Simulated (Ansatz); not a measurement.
The structure below was relaxed with PBE/PAW in Ansatz (a quantum-chemistry and plane-wave program), no spin-orbit coupling.

Space group Pm-3m (No. 221); a = b = c = 2.811 Å, α = β = γ = 90.00°

```
atom  site  symmetry       x       y       z
----  ----  --------  ------  ------  ------
Ir      1a      m-3m  0.0000  0.0000  0.0000
O       1b      m-3m  0.5000  0.5000  0.5000
```

Write out a cell with all atoms.


```xyz
2
Lattice="2.8106 0.0000 0.0000 0.0000 2.8106 0.0000 0.0000 0.0000 2.8106" Properties=species:S:1:pos:R:3 pbc="T T T"
Ir     0.0000     0.0000     0.0000
O      1.4053     1.4053     1.4053
```
This is the conventional cell.

Whether these cells are dynamically stable was not tested. No Hubbard U is applied, and correlation can decide whether such a compound is a metal. The final runs are not spin-polarised. An odd electron count without spin: IrO. The cell was made from CoO by this change: Co → Ir; the result is a hypothetical phase, not in the database extracts checked.
